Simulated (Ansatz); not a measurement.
The starting structures come from a database of crystals and need not be the phases stable at ambient conditions.

By PBEsol, the system below comes out a metal.

A figure of merit of an interconnect metal is its ballistic conductance per area.

Input:

```xyz
1
Lattice="3.0217 0.0000 0.0000 0.0000 3.0217 0.0000 0.0000 0.0000 3.0833" Properties=species:S:1:pos:R:3 pbc="T T T"
Sb     0.0000     0.0000     0.0000
```

Space group of this cell: P4/mmm. The cell is strained (lengths across the current scaled by 0.98, ions clamped); by PBEsol its mean pressure is 1.2 GPa.

The current flows along the normal of the first two printed cell vectors, the (001) (indices of the unstrained crystal) plane of the conventional cell. No spin-orbit coupling; the value is a mean over 0.1 eV about the Fermi level.

Q: Estimate the ballistic conductance per area that PBEsol in Ansatz (a program for electronic structure) returns for this system.

A: 0.93 × 10¹⁵ S/m² for both spins.
